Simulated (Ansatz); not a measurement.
# Ag in the fcc (Cu type) structure (space group Fm-3m, No. 225)

Ag is modelled in the cubic space group Fm-3m (No. 225), the fcc (Cu type) structure, Pearson symbol cF4. Conventional cell: a = 4.149 Å, b = 4.149 Å, c = 4.149 Å, α = 90.00°, β = 90.00°, γ = 90.00°. Ag on 4a sees 12 Ag at 2.934 Å (cuboctahedral). (Neighbours: up to the widest gap in distance over summed covalent radii, below 1.35, at either atom.)
(The calculation used a cell of 1 atom; values per cell refer to that cell.)

All numbers come from PBE/PAW in Ansatz (a first-principles code), spin-orbit coupling left out, earlier PAW set. k-mesh 19×19×19 (Γ-centred); smearing 0.05 eV (Fermi–Dirac).

* **Volume per atom**: 17.86 Å³
* **Density**: 10.03 g/cm³
* **Band gap**: zero
* **Total energy**: -7590.611 eV/atom (σ→0; compares only within this code and set-up)

No phonon test of stability was made.
